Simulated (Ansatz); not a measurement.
## A computed series for GaN: pressure series

Consider GaN in the wurtzite structure (space group P6_3mc, No. 186; a = 3.183 Å, c = 5.186 Å).

Cell and atoms are relaxed at each pressure.

All numbers come from DFT with PBEsol, PAW potentials and a 420 eV plane-wave cutoff in Ansatz (a first-principles code), no spin-orbit coupling, earlier PAW set.

```tsv
P (GPa)	V (Å³/atom)
-2.00	11.498
-1.00	11.435
1.79	11.268
4.20	11.133
9.00	10.889
18.00	10.496
30.00	10.065
45.00	9.627
60.00	9.267
```

A third-order Birch–Murnaghan fit to these points gives V₀ = 11.37 Å³/atom, B₀ = 189 GPa and B₀′ = 4.3. At pressure 60 GPa the volume is 81.5 % of V₀.

Between the base and pressure 18 GPa the gap moves from 1.88 eV to 2.40 eV, a mean slope of 29 meV/GPa.

Load acts through the strain it causes; cell and atoms are relaxed under it. Stability against distortions was not tested. Measured, GaN leaves this structure (for rock salt) near 47 GPa (temperature not stated; as listed in Datta, Sujoy, Jana, Debnarayan, arXiv (2020)), on rising pressure, with hysteresis.
